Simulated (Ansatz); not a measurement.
# K in the bcc (W type) structure (space group Im-3m, No. 229)

K is taken in the cubic space group Im-3m (No. 229), the bcc (W type) structure, Pearson symbol cI2. Lattice parameters: a = 5.2800 Å, b = 5.2800 Å, c = 5.2800 Å, α = 90.00°, β = 90.00°, γ = 90.00°. K on 2a sees 8 K at 4.573 Å and 6 K at 5.280 Å. (Neighbours: up to the widest gap in distance over summed covalent radii, below 1.35, at either atom.)
(The calculation used a cell of 1 atom; values per cell refer to that cell.)

Method: plane-wave PAW DFT at the PBE level (Ansatz, a first-principles code, 420 eV), no spin-orbit coupling. Γ-centred 13×13×13 mesh, Fermi–Dirac width 0.05 eV.

| Property | Value |
|---|---|
| Volume per atom | 73.60 Å³ |
| Density | 0.88 g/cm³ |
| Band gap | zero |
| Total energy | -1537.784 eV/atom (σ→0; compares only within this code and set-up) |

Stability against distortions was not tested.
